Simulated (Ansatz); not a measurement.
# C: carrier doping

Consider C in the diamond structure (space group Fd-3m, No. 227; a = 3.572 Å).

Carriers are added at fixed cell with a uniform background; the Fermi–Dirac width is that of 300 K.

Level of theory: DFT with PBE, PAW potentials and a 420 eV plane-wave cutoff in Ansatz (a program for electronic structure), spin-orbit coupling left out, earlier PAW set.

Notes on the quantities. Fermi level from band edge: Fermi level relative to the doped band's edge (positive inside the band; to 0.05 eV).

```csv
case,gap between the host's bands,Fermi level from band edge
undoped,4.13 eV,–
electrons 7.0×10^20 cm⁻³,4.12 eV,+0.15 eV
electrons 1.5×10^21 cm⁻³,4.12 eV,+0.25 eV
electrons 7.0×10^21 cm⁻³,4.08 eV,+0.70 eV
electrons 2.0×10^22 cm⁻³,4.00 eV,+1.25 eV
holes 7.0×10^20 cm⁻³,4.13 eV,+0.20 eV
holes 1.5×10^21 cm⁻³,4.14 eV,+0.35 eV
holes 7.0×10^21 cm⁻³,4.20 eV,+0.90 eV
holes 2.0×10^22 cm⁻³,4.32 eV,+1.65 eV
```

Charged cell with a jellium background: band edges are those of the host's band count, energies are not comparable with the neutral cell, and many-body gap narrowing is missing. Whether these cells are dynamically stable was not tested.
